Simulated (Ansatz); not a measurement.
**Band edges of zincblende CdSe (F-43m) under uniaxial stress along [111]**

Cell and atoms are relaxed with PBEsol to each stress (compression positive); bands and masses by PBEsol with spin-orbit coupling, rigid bands (plane waves, PAW; Ansatz, a quantum-chemistry and plane-wave program). Strains are changes of length against the unloaded cell.

```yaml
crystal:
  lattice:
    - [0.00000, 3.04073, 3.04073]
    - [3.04073, 0.00000, 3.04073]
    - [3.04073, 3.04073, 0.00000]
  atoms:
    - { symbol: Cd, position: [0.00000, 0.00000, 0.00000] }
    - { symbol: Se, position: [0.75000, 0.75000, 0.75000] }
```

```
stress (GPa)  strain [111] (%)  strain [1−10] (%)  gap (eV)  mean mₑ*
------------  ----------------  -----------------  --------  --------
-2.00                     3.27              -0.98     0.259         -
-1.00                     1.67              -0.51     0.314         -
0                            0                  0     0.364         -
1.00                     -1.73               0.55     0.338         -
2.00                     -3.57               1.14     0.305         -
```

[111] is the direction of the load; [11−2] strains as [1−10]. Masses are conductivity masses at 300 K in electron masses, harmonic means over x, y and z.

Task: From the two loads next to zero, find the Young modulus and the ratio of transverse to axial strain.

Result: Between -1.00 and 1.00 GPa the strain along [111] changes by -3.40 % and that along [1−10] by 1.06 %. The modulus is 2.00/0.0340 = 59 GPa and the ratio of the strains 0.31 (PBEsol, atoms relaxed).

Task: How fast does the gap move on either side of zero load?

Result: Under tension, (0.314 − 0.364) eV over -1.00 GPa = 50 meV/GPa, or about -3.0 eV per unit strain; under compression, (0.305 − 0.364) eV over 2.00 GPa = -30 meV/GPa, or about 1.7 eV per unit strain. The two slopes part by 80 meV/GPa; gaps are resolved to about 0.01 eV, which allows 15 meV/GPa, so they differ, even in sign: the gap has a turning point near zero load.

Masses are those of dilute carriers in rigid bands with one relaxation time, without polarons. Third decimals of gaps are kept for the arithmetic. Every relaxation keeps the zincblende phase (space group R3m under this load), so a transition, a distortion that breaks the symmetry or fracture can't show.
